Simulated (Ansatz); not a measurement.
The starting structures come from a database of crystals and need not be the phases stable at ambient conditions.

**Evanescent states of RbAlF₄ (P4/mmm, not sure to be the ambient phase, 6 atoms a cell, 13.9 Å³ an atom) along the normal of (110)**

Computed with r2SCAN (plane waves, PAW; Ansatz, an electronic-structure program).

No gap correction and no spin-orbit coupling; mid-gap values are interpolated between computed energies.

Energies count from the valence-band top; κ is the least over a 6×6 mesh across the current.

```csv
E (eV),κ (1/Å),where
0.18,0.276,off Γ
0.54,0.425,Γ
0.90,0.465,Γ
1.26,0.493,Γ
1.62,0.514,Γ
1.98,?,Γ
2.34,?,Γ
2.70,?,Γ
3.06,?,Γ
3.42,?,Γ
3.78,?,Γ
4.14,?,Γ
4.50,?,Γ
4.86,?,Γ
5.22,?,Γ
5.58,?,Γ
5.94,?,Γ
6.30,0.432,Γ
6.66,0.396,Γ
7.02,0.351,Γ
7.38,0.293,Γ
7.74,0.211,Γ
```

Some entries are withheld; supply them.


- 1.98, κ (1/Å): 0.530
- 2.34, κ (1/Å): 0.541
- 2.70, κ (1/Å): 0.548
- 3.06, κ (1/Å): 0.551
- 3.42, κ (1/Å): 0.552
- 3.78, κ (1/Å): 0.549
- 4.14, κ (1/Å): 0.543
- 4.50, κ (1/Å): 0.534
- 4.86, κ (1/Å): 0.522
- 5.22, κ (1/Å): 0.506
- 5.58, κ (1/Å): 0.486
- 5.94, κ (1/Å): 0.462
